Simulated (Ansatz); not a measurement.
Take Ta in the bcc (W type) structure (space group Im-3m, No. 229; a = 3.306 Å; relaxed with 0.1 eV smearing) as the base.

Level of theory: r2SCAN/PAW in Ansatz (a first-principles code), spin-orbit coupling left out.

Before the change:

| Quantity | Value |
|---|---|
| Pressure | 0.0 GPa |

Modification: the cell is scaled by 1.0128 in all directions; the atoms relax in the strained cell.

Problem. What does the calculation give for the energy relative to the base and pressure after the change?

Solution. The energy increases by 16 meV/atom; the pressure goes from zero to -7.2 GPa.

Stability against distortions was not tested. All final runs are without spin polarisation.
